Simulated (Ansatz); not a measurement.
Effect of Nb → V on NbN

Start from NbN in the rock salt structure (space group Fm-3m, No. 225; a = 4.421 Å).

Perturbation: full substitution Nb → V; the structure is relaxed again.

Level of theory: PBE, PAW, 420 eV (Ansatz, a program for electronic structure; without spin-orbit coupling). k-mesh 19×19×19 (Γ-centred); smearing 0.05 eV (Fermi–Dirac), for the changed cell.

| quantity | base | changed | shift |
|---|---|---|---|
| volume per atom | 10.80 Å³ | 8.72 Å³ | -2.08 Å³ |
| density | 8.22 g/cm³ | 6.18 g/cm³ | -2.034 g/cm³ |
| lattice parameter a | 4.421 Å | 4.117 Å | -0.304 Å |
| space group | Fm-3m (No. 225) | Fm-3m (No. 225) | – |
| shortest interatomic distance | 2.211 Å | 2.058 Å | -0.1522 Å |
| band gap | zero | zero | – |

Final structure:

```xyz
2
Lattice="0.0000 2.0584 2.0584 2.0584 0.0000 2.0584 2.0584 2.0584 0.0000" Properties=species:S:1:pos:R:3 pbc="T T T"
N      0.0000     0.0000     0.0000
V      2.0584     2.0584     2.0584
```

Cost of the whole job for the changed cell (relaxation, final SCF and bands): about 40 core-seconds (a rough figure).

Stability against distortions was not tested. Starting moments died away, wholly or in part, for Nb → V; another magnetic solution may exist. The final runs are not spin-polarised.
